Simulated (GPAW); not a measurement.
Band structure of InOF2 (C2, 4 atoms in the cell).

```
CELL_PARAMETERS angstrom
      3.19973    -2.64033     0.00000
      3.19973     2.64033     0.00000
     -0.56157     0.00000     3.97874
ATOMIC_POSITIONS crystal
  In 0.99417 0.00583 0.00000
  O  0.14724 0.85276 0.50000
  F  0.49040 0.12282 0.12423
  F  0.87718 0.50960 0.87577
```

Level of theory: PBEsol, GPAW PAW datasets PBEsol (made by gpaw-setup) (plane waves; GPAW 25.7.0).

Settings: mode = pw; ecut = 900 eV; xc = PBEsol; kpts = 4 4 4; mesh shift (steps) = 0 0 0; occupations.name = fermi-dirac; occupations.width = 0.02 eV; nbands = -10; convergence.density = 1e-05 e/electron; symmetry.symmorphic = false; symmetry.tolerance = 0.0005; maxiter = 150; bandpath_npoints = 40.

The starting cell comes from a database of computed structures (which also holds hypothetical and non-ambient phases and stackings), without a prior relaxation at this level. Its lattice was rescaled by a random factor within 2.5 % of one.

Levels in eV from the Fermi level, bands 13 to 20:
```
point     13     14     15     16     17    18     19     20
-----  -----  -----  -----  -----  -----  ----  -----  -----
Γ      -1.64  -1.40  -0.69  -0.27  -0.09  2.74  10.09  10.72
Y      -1.70  -1.20  -0.84  -0.12   0.01  6.90   9.30   9.70
F      -1.69  -1.36  -0.86  -0.17  -0.03  6.09   9.26   9.74
L      -1.69  -1.24  -0.70  -0.22   0.10  7.29   9.34   9.70
Z      -1.57  -1.57  -0.95  -0.34   0.03  5.05   8.29  10.67
H      -1.74  -1.30  -0.64  -0.19   0.12  6.84   9.49   9.75
Y1     -1.70  -1.20  -0.84  -0.12   0.01  6.90   9.30   9.70
X      -1.69  -1.25  -0.88  -0.16   0.05  5.86   8.79   9.03
```

Bands cross the Fermi level along this path, so the cell is metallic at this level.
